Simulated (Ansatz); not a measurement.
Ansatz (a first-principles code) run on BaTiO₃ (Pm-3m, 5 atoms in the cell): relaxation of cell and atoms.

Level of theory: PBE (plane waves, PAW; Ansatz).

```yaml
crystal:
  lattice:
    - [4.06940, 0.00000, 0.00000]
    - [0.00000, 4.06940, 0.00000]
    - [0.00000, 0.00000, 4.06940]
  atoms:
    - { symbol: Ba, position: [0.50000, 0.50000, 0.50000] }
    - { symbol: Ti, position: [0.00000, 0.00000, 0.00000] }
    - { symbol: O, position: [0.50000, 0.00000, 0.00000] }
    - { symbol: O, position: [0.00000, 0.50000, 0.00000] }
    - { symbol: O, position: [0.00000, 0.00000, 0.50000] }
```

Reference input (self-consistent single point, DFT, PBE, plane waves, default PAW files): kpoints.mp_grid.grid = 4 4 4; hamiltonian.xc = pbe; hamiltonian.pseudopotentials = {kind: paw} (the program's default PAW files); scf.occupations.method = fixed. This run's input differs from it in these lines:

```diff
@@ -19,2 +19,4 @@
   occupations: { method: fixed }
+relax:
+  cell: {}
 output:
```

The program printed (abridged):

```
   [... SCF lines of the steps left out ...]
relax step   1: F+E_penalty+E_count = -10159.50605026 eV  Δ(F+E_penalty+E_count) = +0.000e0 eV  max|allowed force component| = 9.361e-30 eV/Å  Δτ_max = 0.0000 Å  P = -5.544 GPa  Ω = 67.389 Å³  (6 SCF iters, dr2 threshold 1.00e-7 eV, accepted)
relax step   2: F+E_penalty+E_count = -10159.55655507 eV  Δ(F+E_penalty+E_count) = -5.050e-2 eV  max|allowed force component| = 1.857e-30 eV/Å  Δτ_max = 0.0000 Å  P = +0.712 GPa  Ω = 64.742 Å³  energy of the carried Pulay correction = +8.789e-3 eV  [...]
   [... lines left out ...]
relax step   5: F+E_penalty+E_count = -10159.54994206 eV  Δ(F+E_penalty+E_count) = -3.539e-4 eV  max|allowed force component| = 3.192e-30 eV/Å  Δτ_max = 0.0000 Å  P = -0.002 GPa  Ω = 64.947 Å³  energy of the carried Pulay correction = +2.933e-4 eV  [...]
relax step   6: F+E_penalty+E_count = -10159.54933558 eV  Δ(F+E_penalty+E_count) = +6.065e-4 eV  max|allowed force component| = 7.269e-30 eV/Å  Δτ_max = 0.0000 Å  P = -0.007 GPa  Ω = 64.947 Å³  stress off target by 6.75e-3 GPa  SCF on the basis [...]
basis re-selected at this cell: Δ(F+E_penalty+E_count) = +6.065e-4 eV, ΔP = -0.004 GPa vs the last step
the relaxation is at rest under the 48 symmetry operations that the run kept from its start: a minimum is not shown …
Free energy (F): -10159.549336 eV
Internal energy: -10159.549336 eV  (E = F + TS)
E sigma→0 (E₀):  -10159.549336 eV
Fermi energy:    10.127732 eV
--- Forces (eV/Å), atoms counted from 1 ---
  atom   1  Ba     0.00000000     0.00000000    -0.00000000
   [... zero for the other atoms too ...]
--- Stress (GPa, compression-positive) ---
   [... lines left out ...]
  cell:  # Å, volume = 64.9468 Å³
   [... lines left out ...]
  atoms:
    - { symbol: Ba, position: [0.5, 0.5, 0.5] }
    - { symbol: Ti, position: [4.6341164071159265e-36, -1.8980157624857192e-36, -5.915893285632108e-37] }
    - { symbol: O, position: [0.5, 3.204442196344156e-37, -2.2184599821248773e-37] }
    - { symbol: O, position: [-1.1585291017595924e-36, 0.5, 2.464955535672109e-38] }
    - { symbol: O, position: [-1.4050246553328301e-36, 1.9719644285224393e-37, 0.5] }
```

The run converged. 

Summary of the result:
- Free energy E − TS (on the zero of these files): -10159.5493 eV
- Top of the valence band (on the code's own zero): 10.13 eV
- Gap on the k-point mesh: 1.77 eV
- Pressure: -0.01 GPa
- Final cell: a = 4.020 Å, b = 4.020 Å, c = 4.020 Å, α = 90.00°, β = 90.00°, γ = 90.00°
- Final volume per atom: 12.99 Å³
- Relaxation steps: 6

The starting cell comes from a database of computed structures (which also holds hypothetical and non-ambient phases and stackings), without a prior relaxation at this level. Its lattice was rescaled by a random factor within 2.5 % of one. The relaxation keeps the symmetry of its start, so its end need not be a minimum. Ansatz's pressure includes its estimate of the finite-basis (Pulay) stress. Without the estimate this run gives -0.56 GPa.

Keys are those of Ansatz 0.2.
